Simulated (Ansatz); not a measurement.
# Effect of 6 layers on YN

Base system: YN in the rock salt structure (space group Fm-3m, No. 225; a = 4.8957 Å). Axes: x, y, z lie along the cube axes.

It is then changed as follows: a free-standing slab of 6 layers (12 atoms, 2 a layer) is cut normal to the z axis, with 15 Å of vacuum and the in-plane cell held at bulk.

Calculations: Ansatz (an electronic-structure program), r2SCAN, PAW, cutoff 500 eV, without spin-orbit coupling. k-mesh 10×10×1 (Γ-centred); smearing 0.05 eV (Fermi–Dirac), for the changed cell.

| quantity | base | changed | shift |
|---|---|---|---|
| band gap | 0.58 eV | 0.59 eV | +0.004 eV |
| gap character | – | direct at Γ | – |
| valence-band top at Γ (three highest levels, from the VBM) | 0.00, 0.00, 0.00 eV | 0.00, 0.00, -0.07 eV | – |
| excess energy per area of both faces (slab less bulk energy over the cell's area: twice a surface energy) | – | 2.26 J/m² | – |
| thickness between the outermost nuclei | – | 12.12 Å | – |
| change of the spacing d23 from its bulk value of 2.448 Å | – | +0.7 % | – |

Final structure:

```yaml
crystal:
  lattice:
    - [3.46176, 0.00000, 0.00000]
    - [0.00000, 3.46176, 0.00000]
    - [0.00000, 0.00000, 27.23917]
  atoms:
    - { symbol: N, position: [0.25000, 0.75000, 0.27927] }
    - { symbol: Y, position: [0.75000, 0.25000, 0.27762] }
    - { symbol: N, position: [0.75000, 0.25000, 0.36441] }
    - { symbol: Y, position: [0.25000, 0.75000, 0.36516] }
    - { symbol: N, position: [0.25000, 0.75000, 0.45543] }
    - { symbol: Y, position: [0.75000, 0.25000, 0.45512] }
    - { symbol: N, position: [0.75000, 0.25000, 0.54457] }
    - { symbol: Y, position: [0.25000, 0.75000, 0.54488] }
    - { symbol: N, position: [0.25000, 0.75000, 0.63559] }
    - { symbol: Y, position: [0.75000, 0.25000, 0.63484] }
    - { symbol: N, position: [0.75000, 0.25000, 0.72073] }
    - { symbol: Y, position: [0.25000, 0.75000, 0.72238] }
```

The excess energy carries the mismatch between the slab's and the bulk's meshes. Whether these cells are dynamically stable was not tested. Labels are those of the standard path for the cell's own space group.
